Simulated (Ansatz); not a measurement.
Base system: SiC (space group P6_3mc, No. 186; a = 3.0776 Å, c = 10.0763 Å). Axes: x lies along a and z along c of the hexagonal cell.

The values are results of r2SCAN, PAW, 500 eV (Ansatz, a program for electronic structure; without spin-orbit coupling), not measurements.

Base values:

| Quantity | Value |
|---|---|
| Pressure | 0.00 GPa |
| Band gap | 2.60 eV |

One thing is altered: a pure shear with ε_xz = ε_zx = 0.0193, atoms relaxed at fixed cell.

**Question.** Predict the new pressure.

**Answer.** The pressure (mean of the normal stresses, compression positive) goes from zero to 0.07 GPa.

**Question.** Estimate the effect on the energy relative to the base.

**Answer.** The energy rises by 8.3 meV/atom.

**Question.** What happens to the band gap?

**Answer.** The band gap shrinks by 0.19 eV to 2.41 eV.

The cells carry an imposed strain or load. No phonon test of stability was made.
